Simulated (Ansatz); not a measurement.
Reference: CaF2 (Fm-3m), PBEsol, rigid bands (plane waves, PAW, scalar-relativistic; Ansatz, an electronic-structure program); axes and stresses refer to this cell.

```yaml
crystal:
  lattice:
    - [0.00000, 2.71029, 2.71029]
    - [2.71029, 0.00000, 2.71029]
    - [2.71029, 2.71029, 0.00000]
  atoms:
    - { symbol: Ca, position: [0.00000, 0.00000, 0.00000] }
    - { symbol: F, position: [0.75000, 0.75000, 0.75000] }
    - { symbol: F, position: [0.25000, 0.25000, 0.25000] }
```

The Seebeck coefficient, n-type 1e19 cm⁻³ is -225 μV/K and the hole conductivity mass is 2.0 mₑ. The band gap is 7.25 eV.

**Question.** Change: biaxial strain xx = yy = +1.5 %, z clamped. What happens to Seebeck coefficient, n-type 1e19 cm⁻³, hole conductivity mass, band gap?

**Answer.** Seebeck coefficient, n-type 1e19 cm⁻³ moves little, to -225 μV/K; hole conductivity mass moves little, to 2.0 mₑ; band gap decreases to 7.02 eV.

**Question.** Change: biaxial strain xx = yy = -3 %, z clamped. What happens to Seebeck coefficient, n-type 1e19 cm⁻³, hole conductivity mass, band gap?

**Answer.** Seebeck coefficient, n-type 1e19 cm⁻³ moves little, to -227 μV/K; hole conductivity mass shrinks to 1.88 mₑ; band gap grows to 7.52 eV.

Masses are for dilute carriers at 300 K, harmonic means over directions unless an axis is named. Seebeck coefficients are for the stated density at 300 K, with one relaxation time for all states and whether or not that doping can be reached. Spin-orbit coupling is left out unless a row names it. The structure type is held under load, also where the real crystal would transform.
